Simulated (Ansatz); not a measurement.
Abridged Ansatz (a program for electronic structure) output:

```
Relaxation: its limit of steps is 50 (relax.max_steps)
Pseudopotential: Mo, paw, valence charge 14
Crystal: 1 atoms, lattice volume = 15.255 Å³
Basis set: ecut = 420 eV, 321 PW (Γ), exchange–correlation on 40×40×40 points (8 copies of the dense FFT grid, shifted against one another)
Bands: 11, of which v1, the nominal top of the filled ones, is band 7 counted from 1 (6 counted from 0)
Symmetry: 16 space group operations
k-points: 1800 of 24389
Functional: x = pbesol(κ = 0.804, μ = 0.12345679012345678), c = pbesol(β = 0.046)
SCF iter   1: F=—  HF=-4897.480563 eV  |F-HF|=—  |Δ(HF+E_count)|=         —  Δρ=6.12e-3  dr2=3.83e-3  ethr=1.77e-3  ⟨swp⟩=5.0  Hψ=116204  notcnv=0
SCF iter   2: F=—  HF=-4897.479254 eV  |F-HF|=—  |Δ(HF+E_count)|=   1.31e-3  Δρ=2.29e-3  dr2=2.13e-4  ethr=2.74e-5  ⟨swp⟩=2.3  Hψ=43098  notcnv=0
SCF 1 converged in 6 iterations: F = -4897.479232 eV  dr2 = 9.10e-11
relax step   1: F+E_penalty+E_count = -4897.47923180 eV  Δ(F+E_penalty+E_count) = +0.000e0 eV  max|allowed force component| = 0.000e0 eV/Å  Δτ_max = 0.0000 Å  (6 SCF iters, accepted)
SCF converged after 6 iterations
Free energy (F): -4897.479232 eV
Internal energy: -4897.457729 eV  (E = F + TS)
E sigma→0 (E₀):  -4897.468480 eV
Entropy (-TS):   -0.021503 eV (-21.503 meV/atom)
Fermi energy:    21.574328 eV
--- Forces (eV/Å), atoms counted from 1 ---
  atom   1  Mo     0.00000000     0.00000000     0.00000000
--- Stress (GPa, compression-positive) ---
        0.879950       0.000000       0.000000
        0.000000       0.879950      -0.000000
       -0.000000       0.000000       2.502225
  P = ⅓ Tr σ = 1.4207 GPa (14.207 kbar)
--- Relaxed structure (1 steps of the walk, 1 accepted, 0 SCFs on fresh bases) ---
  atoms:
    - { symbol: Mo, position: [0.0, 0.0, 0.0] }
```

### Question
What was computed, and what are the main results?

### Answer
Mo, 1 atom in the cell, with PBEsol (Ansatz), no spin-orbit coupling. The last SCF converged to F = -4897.479232 eV, or -4897.4792 eV per atom, at a pressure of 1.42 GPa. The total energy compares only with runs of the same code, potentials and settings.

The cells carry an imposed strain or load. Stability against distortions was not tested. The final runs are not spin-polarised. The cell was made from Mo in the bcc (W type) structure (space group Im-3m, No. 229) by this change: uniaxial strain ε_zz = −0.50 %.

Keys are those of Ansatz 0.2.
